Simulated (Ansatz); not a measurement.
Response to strain in MgO

Take MgO in the rock salt structure (space group Fm-3m, No. 225; a = 4.204 Å) as the base. Axes: x, y, z lie along the cube axes.

Strains are applied to the cell and any free atomic positions relax; under biaxial strain the out-of-plane vector relaxes too.

Method: plane-wave PAW DFT at the r2SCAN level (Ansatz, a program for electronic structure, 500 eV), without spin-orbit coupling.

```tsv
biaxial strain, plane normal [001], relaxed out of plane (%)	out-of-plane strain (%)
-3	1.99
-2.5	1.63
-2	1.29
-1.5	0.95
-1	0.63
-0.5	?
0	0.00
```

**Question.** Fit ε⊥ = −νε + γε² (strains in %) to the rows shown and predict the withheld row.

**Answer.** Least squares on the printed values gives ν = 0.61 (the biaxial Poisson response) and γ = 0.018 (largest residual 0.00 %); this predicts 0.31 %, and the run gives 0.31 %, in agreement.

No phonon test of stability was made.
